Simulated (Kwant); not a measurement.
Model: Hückel tight-binding model, one pz orbital an atom, one spin, coherent transport at 0 K (Kwant). Conductance is in e²/h.

System: π system c1ccc2c(c1)oc1ccccc12 between two chain leads. The π system is taken as planar. Atoms are numbered from 0 in the order of the SMILES. Site energies (eV, carbon 0): [0.0, 0.0, 0.0, 0.0, 0.0, 0.0, -4.8, 0.0, 0.0, 0.0, 0.0, 0.0, 0.0]. Bonds (i, j, β in eV): (0,1,-2.4) (1,2,-2.4) (2,3,-2.4) (3,4,-2.4) (4,5,-2.4) (4,6,-1.92) (6,7,-1.92) (7,8,-2.4) (8,9,-2.4) (9,10,-2.4) (10,11,-2.4) (11,12,-2.4) (5,0,-2.4) (12,7,-2.4) (12,3,-2.4). Leads: chains of hopping −3.6 eV, joined by −0.48 eV to atoms 0 and 9.

Site energies and bond integrals are typed Hückel values.

Sweep values stay those of the base run.

One input was changed, with this effect: transmission at E = 0 0.00015 → 8.5e-7.

Which change was it?
A) contacts moved from atoms [0, 9] to [1, 11]
B) contacts moved from atoms [0, 9] to [0, 8]
C) contacts moved from atoms [0, 9] to [0, 5]
D) contacts moved from atoms [0, 9] to [1, 10]
E) contacts moved from atoms [0, 9] to [1, 8]
F) contacts moved from atoms [0, 9] to [0, 2]

F, contacts moved from atoms [0, 9] to [0, 2]
